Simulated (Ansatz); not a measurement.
**A computed series for TiO2: pressure series**

Take TiO2 in the anatase structure (space group I4_1/amd, No. 141; a = 3.798 Å, c = 9.704 Å) as the base.

Cell and atoms are relaxed at each pressure.

Calculations: Ansatz (a program for electronic structure), PBE, PAW, cutoff 420 eV, scalar-relativistic without spin-orbit coupling, earlier PAW set.

| pressure (GPa) | volume per atom (Å³/atom) |
|---|---|
| -2 | 11.805 |
| -1 | ? |
| 0 | 11.667 |
| 0.3 | 11.648 |
| 0.7 | 11.621 |
| 1.5 | 11.568 |
| 5 | 11.347 |
| 7.5 | 11.196 |
| 10 | 11.051 |

Fit the third-order Birch–Murnaghan form P(V) = (3B₀/2)[(V₀/V)^(7/3) − (V₀/V)^(5/3)]·[1 + (3/4)(B₀′ − 4)((V₀/V)^(2/3) − 1)] (squares taken in P) to the rows shown and predict the withheld row.

Least squares on the printed values gives V₀ = 11.668 Å³/atom, B₀ = 174 GPa, B₀′ = 2.2; this predicts 11.736 Å³/atom, and the run gives 11.735 Å³/atom, in agreement.

Load acts through the strain it causes; cell and atoms are relaxed under it. No phonon test of stability was made. Competing high-pressure phases were not computed. The final runs are not spin-polarised.
